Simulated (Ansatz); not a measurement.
Levels about the gap of amorphous Si$_{72}$O$_{150}$H$_{12}$ (234 atoms in a cell of 3379 Å³, 2.18 g/cm³; zone centre alone, so wide bands show as single levels with stretches between that a denser mesh fills), at the geometry that PBE relaxed, where it gives 0.0 GPa on a denser mesh. The participation number counts the atoms over which a state spreads; weights are charges in smoothed Voronoi cells. The levels come from a single point, so bond lengths are those of that geometry. Method of the levels: r2SCAN, scalar-relativistic without spin-orbit coupling (Ansatz, a quantum-chemistry and plane-wave program). Sampling: the zone centre alone; Fermi-Dirac width 0.01 eV; collinear spin, started from moments on atoms (the moments died out). At PBE the levels at the filled edge of the gap are localised (band-tail or defect states), and the nearest spread-out levels lie 5.2 eV apart at the zone centre.

The cell was made by melting and quenching with the CHGNet potential and then relaxed with DFT. O atoms were pushed apart under 1.9 Å during the dynamics, to hinder bonds among them. The hot cell started wider than the set density and was brought back towards it in steps. It is the lowest in DFT energy of 8 quenches. It is a model cell: composition and starting density were chosen by hand, and all elements were melted together. No dispersion term was used. Its density started from a set value of 2.15 and ended at 2.18 g/cm³. Cooling (nominally 780 K/ps over its main leg) ran many orders faster than in experiment, which tends to leave more defects and strain. One small periodic cell is one sample of the glass; other quenches scatter about these values. Volume and shape were free in the relaxation.

```
E - E(highest filled), eV  filling  spin  participation number        largest on  weight O  weight Si  weight H
-------------------------  -------  ----  --------------------  ----------------  --------  ---------  --------
-0.62                       filled    up                   1.6   O, 1 neighbours      0.89       0.07      0.04
-0.35                       filled    dn                   1.6   O, 1 neighbours      0.93       0.06      0.02
-0.35                       filled    up                   1.6   O, 1 neighbours      0.93       0.06      0.02
-0.04                       filled    dn                   1.9   O, 1 neighbours      0.90       0.06      0.04
-0.04                       filled    up                   1.9   O, 1 neighbours      0.90       0.06      0.04
0.00                        filled    up                   2.3   O, 1 neighbours      0.88       0.05      0.07
0.00                        filled    dn                   2.3   O, 1 neighbours      0.88       0.05      0.07
4.01                         empty    up                 118.3  Si, 4 neighbours      0.67       0.28      0.05
4.01                         empty    dn                 118.3  Si, 4 neighbours      0.67       0.28      0.05
4.78                         empty    up                  51.8   O, 2 neighbours      0.63       0.33      0.04
4.78                         empty    dn                  51.8   O, 2 neighbours      0.63       0.33      0.04
4.82                         empty    up                  52.6  Si, 4 neighbours      0.63       0.33      0.04
4.82                         empty    dn                  52.6  Si, 4 neighbours      0.63       0.33      0.04
5.09                         empty    up                  96.2  Si, 4 neighbours      0.66       0.30      0.03
```

Most localised among these is the filled level at -0.35 eV, on a O atom, which has 1 neighbours (Si 1.55 Å).
